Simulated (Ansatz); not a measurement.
An Ansatz (a quantum-chemistry and plane-wave program) input (plane-wave PAW DFT at the PBEsol level (Ansatz, 420 eV), scalar-relativistic without spin-orbit coupling, earlier PAW set):

Ansatz 0.2 input:
```yaml
crystal:
  lattice:
    - [-3.0012621244, 3.0012621244, 3.0012621244]
    - [3.0012621244, -3.0012621244, 3.0012621244]
    - [3.0012621244, 3.0012621244, -3.0012621244]
  atoms:
    - { symbol: Cs, position: [0, 0, 0] }
basis: { ecutwfc: 420, ecutrho_ratio: 4, xc_grid: 2, fft_grid_basis: typed }
kpoints: { mp_grid: { grid: [11, 11, 11] } }
hamiltonian:
  xc: pbesol
  dispersion: none
  pseudopotentials: { azcp: { folder: ./paw }, kind: paw }
scf: { occupations: { method: fermi_dirac, width: 0.05 }, convergence: { dr2_threshold: 0.0000000001 } }
output: { forces: true, stress: true }
checkpoint: { write: state.ck, write_every: 1000 }
```

Problem. Which symmetry and how many k-points will the program report, and about how many plane waves at Γ?

Solution. Space group Im-3m (ITA 229) with 48 operations, k-points 56 of 1331, and 2123 plane waves at Γ.

Whether these cells are dynamically stable was not tested. All final runs are without spin polarisation. The cell was made from K by this change: K → Cs.
